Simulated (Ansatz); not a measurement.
The reference is KF in the rock salt structure (space group Fm-3m, No. 225).

```
KF
1.0
    0.00000     2.65916     2.65916
    2.65916     0.00000     2.65916
    2.65916     2.65916     0.00000
F K
1 1
Direct
  0.00000   0.00000   0.00000
  0.50000   0.50000   0.50000
```

Cartesian axes are those of the cell as printed.

Calculations: r2SCAN (Ansatz, a first-principles code, PAW, scalar-relativistic without spin-orbit coupling).

Before the change:

Shortest interatomic distance: 265.9 pm
Valence-band top at Γ: 0.00, 0.00, 0.00 eV

Modification: a free-standing slab of 3 layers (6 atoms, 2 a layer) is cut normal to the z axis, with 15 Å of vacuum and the in-plane cell held at bulk.

Predict the new shortest interatomic distance.

The shortest interatomic distance decreases by 2.7 pm (265.9 pm → 263.2 pm).

How does this affect the excess energy per area of both faces?

The excess energy per area of both faces (slab less bulk energy over the cell's area: twice a surface energy) comes out as 0.46 J/m².

Estimate the effect on the valence-band top at Γ.

The valence-band top at Γ (three highest levels, from the VBM) becomes 0.00, 0.00, -0.01 eV (base: 0.00, 0.00, 0.00 eV).

The excess energy carries the mismatch between the slab's and the bulk's meshes. The levels and masses belong to the bands next to the band gap. No phonon test of stability was made.
